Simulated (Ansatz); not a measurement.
The parent structure is TiO2 in the anatase structure (space group I4_1/amd, No. 141; a = 3.770 Å, c = 9.552 Å). Axes: x, y, z lie along a, b, c of the conventional cell.

The values are results of PBEsol in Ansatz (plane waves to 420 eV, PAW, no spin-orbit coupling), not measurements.

Strains are applied to the cell and any free atomic positions relax.

One change was made to it. Results:

The energy increases by 4.0 meV/atom; the band gap shrinks by 0.08 eV, from 2.11 eV to 2.03 eV.

### Question
Name the change that was made.
A. uniaxial strain ε_zz = −1.80 %
B. uniaxial strain ε_zz = −2.40 %
C. uniaxial strain ε_zz = −0.60 %

### Answer
B, uniaxial strain ε_zz = −2.40 %. For comparison, the energy relative to the base in the other runs: uniaxial strain ε_zz = −0.60 % gives +0.2 meV/atom; uniaxial strain ε_zz = −1.80 % gives +2.3 meV/atom.

Gaps are read on the SCF mesh and a high-symmetry path. Stability against distortions was not tested. All final runs are without spin polarisation.

Ansatz is an electronic-structure program.
